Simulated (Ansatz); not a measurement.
The parent structure is Sr in the fcc (Cu type) structure (space group Fm-3m, No. 225; a = 5.923 Å).

Level of theory: PBEsol (Ansatz, a quantum-chemistry and plane-wave program; PAW; 420 eV plane waves; no spin-orbit coupling), earlier PAW set.

Base values:

The lattice parameter a is 5.923 Å.

The change: every Sr is replaced by Cs; the structure is relaxed again.

Problem. Estimate the effect on the lattice parameter a.

Solution. The lattice parameter a rises by 1.655 Å, from 5.923 Å to 7.578 Å.

No phonon test of stability was made. The final runs are not spin-polarised. This is not the structure that Cs has at room temperature and ambient pressure.
